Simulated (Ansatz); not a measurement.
Given:

End structure of the (211) surface of rock-salt TaC in its 1x1 cell (cut with top plane C + Ta, bottom plane C + Ta), outermost plane spacing 0.91 Å in the ideal cut:

```yaml
crystal:
  lattice:
    - [3.16473, 0.00000, 0.00000]
    - [0.00000, 7.75197, 0.00000]
    - [0.00000, 0.00000, 26.50000]
  atoms:
    - { symbol: C, position: [0.50000, 0.82259, 0.31609] }
    - { symbol: Ta, position: [0.50000, 0.33596, 0.31949] }
    - { symbol: C, position: [0.00000, 0.17517, 0.34243] }
    - { symbol: Ta, position: [0.00000, 0.68426, 0.34429] }
    - { symbol: C, position: [0.50000, 0.49746, 0.37979] }
    - { symbol: Ta, position: [0.50000, 0.00212, 0.37481] }
    - { symbol: C, position: [0.00000, 0.83148, 0.41269] }
    - { symbol: Ta, position: [0.00000, 0.33247, 0.41704] }
    - { symbol: C, position: [0.50000, 0.16477, 0.44839] }
    - { symbol: Ta, position: [0.50000, 0.66038, 0.44751] }
    - { symbol: C, position: [0.00000, 0.50130, 0.48390] }
    - { symbol: Ta, position: [0.00000, 0.99961, 0.48098] }
    - { symbol: C, position: [0.50000, 0.83203, 0.51610] }
    - { symbol: Ta, position: [0.50000, 0.33372, 0.51902] }
    - { symbol: C, position: [0.00000, 0.16856, 0.55161] }
    - { symbol: Ta, position: [0.00000, 0.67295, 0.55249] }
    - { symbol: C, position: [0.50000, 0.50185, 0.58731] }
    - { symbol: Ta, position: [0.50000, 0.00087, 0.58296] }
    - { symbol: C, position: [0.00000, 0.83588, 0.62021] }
    - { symbol: Ta, position: [0.00000, 0.33121, 0.62519] }
    - { symbol: C, position: [0.50000, 0.15816, 0.65757] }
    - { symbol: Ta, position: [0.50000, 0.64907, 0.65571] }
    - { symbol: C, position: [0.00000, 0.51074, 0.68391] }
    - { symbol: Ta, position: [0.00000, 0.99737, 0.68051] }
```

Set-up: 24 atoms, C12Ta12, 10.0 Å thick at the start (thin: gaps and levels are the slab's own); mesh 12x5x1; 0.1 eV smearing; dipole correction on; all atoms relaxed; held to the start's symmetry, so lower structures may exist; no spin, no spin-orbit, no U.

**Question.** What work function of the top face does PBE run with Ansatz (an electronic-structure program) give?

**Answer.** 4.30 eV

**Question.** What is the computed surface energy (mean of both faces) (PBE)?

**Answer.** 3.25 J/m²
